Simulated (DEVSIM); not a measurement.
Structure: isotype n-n heterojunction GaP/Si, at 300 K.

Layer 1 from the left is GaP, thickness (μm) 0.700, Nd (cm⁻³) 6.9e17, τn (s) 5.1e-7, τp (s) 5.1e-7. Layer 2 from the left is Si, thickness (μm) 0.580, Nd (cm⁻³) 1.1e17, τn (s) 5.1e-7, τp (s) 5.1e-7.

Left contact: ohmic. Right contact: ohmic. Voltage is applied to the left contact. Recombination: SRH at mid-gap. Mobility is μmin + (μ − μmin)/(1 + (N/Nref)^α).

This is a model device: material constants are rounded textbook-type values typed into the input, and sizes, dopings and lifetimes were drawn at random. Values at 300 K.

GaP: gap (eV) 2.26, affinity (eV) 3.8, permittivity 11.1, Nc (cm⁻³) 1.8e19, Nv (cm⁻³) 1.9e19, μn (cm²/Vs) 250, μp (cm²/Vs) 150, μn,min 10, μp,min 10, Nref,n 4.4e18, Nref,p 1e18, αn 0.8, αp 0.85. Si: gap (eV) 1.124, affinity (eV) 4.05, permittivity 11.7, Nc (cm⁻³) 2.86e19, Nv (cm⁻³) 3.1e19, μn (cm²/Vs) 1417, μp (cm²/Vs) 470, μn,min 52, μp,min 45, Nref,n 9.7e16, Nref,p 2.2e17, αn 0.68, αp 0.72.

Model (solved in DEVSIM): 1D drift-diffusion, Boltzmann statistics, complete ionisation; no tunnelling, impact ionisation, image-force lowering or self-heating. Band offsets follow the typed affinities; no thermionic-emission limit at abrupt steps, no polarisation charge.

What does the simulation give for the potential step across the device at zero bias?

potential step across the device at zero bias 0.309 V.
